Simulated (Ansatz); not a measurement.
**Effective masses and thermopower of BN (Imm2)**

```xyz
2
Lattice="0.0545 1.8579 1.7779 1.8579 0.0545 1.7779 1.9124 1.9124 0.0000" Properties=species:S:1:pos:R:3 pbc="T T T"
B      0.0000     0.0000     0.0006
N      0.9562     0.9562     0.8884
```

These are r2SCAN, rigid bands (plane waves, PAW, scalar-relativistic; Ansatz, a quantum-chemistry and plane-wave program) values and carry that method's errors. Condition of this run: uniaxial stress along [110] of -45 GPa (compression positive) (the target of the relaxation). Geometry: cell and atoms relaxed with PBEsol, then loaded as said.

| Quantity | Result |
|---|---|
| band gap | 4.05 eV |
| electron conductivity mass (300 K, dilute) | 0.31 (x), 0.31 (y), 0.81 (z) mₑ |
| hole conductivity mass (300 K, dilute) | 0.61 (x), 0.61 (y), 0.63 (z) mₑ |
| effective density of states N_c (300 K) | 7.6e18 cm⁻³ |
| effective density of states N_v (300 K) | 1.1e19 cm⁻³ |
| density-of-states mass, electrons | 0.45 mₑ |
| density-of-states mass, holes | 0.59 mₑ |
| Seebeck coefficient, n-type 1e19 cm⁻³, 300 K | -197 μV/K |
| best n-type power factor at 300 K for τ = 10 fs (best axis; densities from 1e16 to 1e21 cm⁻³ tried, whether or not they can be reached) | 3.9 μW/(cm·K²) at 3e19 cm⁻³ |
| Seebeck coefficient, p-type 1e19 cm⁻³, 300 K | 240 μV/K |

Rigid bands; masses and Seebeck coefficients take one relaxation time τ for all states and one kind of carrier; polarons and phonon drag are left out. Spin-orbit coupling is left out. Geometry: cell and atoms relaxed with PBEsol.
